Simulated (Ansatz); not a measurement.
# Sensitivity of a calculation on NaCl (Fm-3m, 2 atoms in the cell) to its settings

```
NaCl
1.0
    0.00000     2.79406     2.79406
    2.79406     0.00000     2.79406
    2.79406     2.79406     0.00000
Na Cl
1 1
Direct
  0.00000   0.00000   0.00000
  0.50000   0.50000   0.50000
```

Base run A: HSE06, default PAW files made with PBE (Ansatz, an electronic-structure program), self-consistent single point.

Its settings: basis.ecutwfc = 420 eV; kpoints.mp_grid.grid = 7 7 7; hamiltonian.xc = hse06; hamiltonian.pseudopotentials = {kind: paw} (the program's default PAW files); scf.occupations.method = fixed.

The starting cell comes from a database of computed structures (which also holds hypothetical and non-ambient phases and stackings), without a prior relaxation at this level. Ansatz's pressure includes its estimate of the finite-basis (Pulay) stress.

ΔF is the free energy per atom less that of run A. A dash stands where there is no value to compare (another energy zero or no entropy term, no result, no spin, no clean gap, or a mesh too coarse for one). Absolute energies have different zeros for different potentials, functionals, Hubbard and dispersion terms and are not compared across them.

Runs:
- B: hamiltonian.xc: hse06 → pbesol [PBEsol]
- C: hamiltonian.xc: hse06 → pbe0 [PBE0]
- D: scf.convergence.dr2_threshold: default (1e-07 eV) → 0.0001 eV
- E: scf.mixing.preconditioner: default (the program chose none) → kerker_dos
- F: scf.mixing.algorithm: default (the program chose MSR1) → anderson; scf.mixing.beta: default → 0.2
- G: scf.exx.singularity: default → regularized

| run | ΔF (meV/atom) | pressure (GPa) | gap on the mesh (eV) |
|---|---|---|---|
| A | 0.00 | 0.95 | 6.599 |
| B | – | 0.20 | 5.039 |
| C | – | 0.88 | 7.321 |
| D | 0.00 | 0.94 | 6.599 |
| E | 0.00 | 0.94 | 6.599 |
| F | 0.00 | 0.94 | 6.599 |
| G | – | 0.95 | 6.599 |

Run B against A: The pressure goes from 0.95 to 0.20 GPa and the gap on the mesh goes from 6.599 to 5.039 eV.

Run C against A: The pressure moves little (0.95 to 0.88 GPa) and the gap on the mesh goes from 6.599 to 7.321 eV.

Run F against A: The free energy stays essentially unchanged (within 1 meV/atom), the pressure hardly changes (0.95 to 0.94 GPa) and the gap on the mesh stays at 6.599 eV.

Keys are those of Ansatz 0.2.
